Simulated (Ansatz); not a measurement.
## Al3Pt2 (P-3m1, No. 164; cell taken from a computed entry)

These are PBEsol in Ansatz (plane waves, PAW) values and carry that method's errors.

Run with plane-wave cutoff 500 eV, 18×18×12 k mesh (along the axes of the cell as run), Fermi–Dirac smearing 0.1 eV, scalar-relativistic PAW data made under PBE.

Cell (relaxed at this level):

```cif
data_Al3Pt2
_chemical_formula_sum 'Al3 Pt2'
_space_group_name_H-M_alt 'P 1'
_space_group_IT_number 1
_cell_length_a 4.20470
_cell_length_b 4.20470
_cell_length_c 5.18398
_cell_angle_alpha 90.000
_cell_angle_beta 90.000
_cell_angle_gamma 120.000
loop_
_space_group_symop_operation_xyz
  'x, y, z'
loop_
_atom_site_label
_atom_site_type_symbol
_atom_site_fract_x
_atom_site_fract_y
_atom_site_fract_z
_atom_site_occupancy
Al1 Al 0.00000 0.00000 0.00000 1
Al2 Al 0.33333 0.66667 0.64652 1
Al3 Al 0.66667 0.33333 0.35348 1
Pt1 Pt 0.33333 0.66667 0.16458 1
Pt2 Pt 0.66667 0.33333 0.83542 1
```

- band gap = zero (no gap)

Note: the relaxation could not lower the start's symmetry, so the cell can be a saddle point above a distorted one.

Spin–orbit coupling is not included.

Static lattice: no zero-point or thermal effects.

The result took about 6 core-minutes (a rough figure).

Ansatz is a first-principles code.
